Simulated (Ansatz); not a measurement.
**Hypothetical diamond Ru: response to strain**

Base system: Ru in the diamond structure (space group Fd-3m, No. 227; a = 5.3918 Å; a hypothetical phase, not in the database extracts checked; relaxed with 0.1 eV smearing). Axes: x, y, z lie along the cube axes.

Strains are applied to the cell and any free atomic positions relax; under biaxial strain the out-of-plane vector relaxes too; under stress the whole cell relaxes.

Method: PBEsol (Ansatz, a program for electronic structure), without spin-orbit coupling.

Notes on the quantities. energy relative to the base: free energy F; pressure: mean of the normal stresses, compression positive.

```csv
change,energy relative to the base,pressure,shortest interatomic distance,space group
base,0 meV/atom,0.0 GPa,2.335 Å,Fd-3m (No. 227)
"biaxial strain −0.25 %, plane normal [001], relaxed out of plane",0.0 meV/atom,0.1 GPa,2.334 Å,I4_1/amd (No. 141)
"biaxial strain +4.51 %, plane normal [110], relaxed out of plane",-8.2 meV/atom,0.7 GPa,2.321 Å,Imma (No. 74)
isotropic strain −1.15 %,+14 meV/atom,6.8 GPa,2.308 Å,Fd-3m (No. 227)
tensor shear ε_yz = +3.70 %,-2.6 meV/atom,-0.4 GPa,2.325 Å,Imma (No. 74)
"uniaxial stress, 2 GPa tension along x",-0.652 eV/atom,–,2.544 Å,I4_1/amd (No. 141)
```

A biaxial case was relaxed in a doubled cell and then solved in the primitive one. Beyond what the load breaks, stability against distortions was not tested. All final runs are without spin polarisation. Under biaxial strain +4.51 %, plane normal [110], relaxed out of plane and tensor shear ε_yz = +3.70 % the cell ends below the base's energy or with stress of the wrong sign: the atoms slid into a distortion or the cell is elastically unstable, so the base is not a stable minimum at this level. Under uniaxial stress, 2 GPa tension along x the cell changed shape so far that it is another structure.
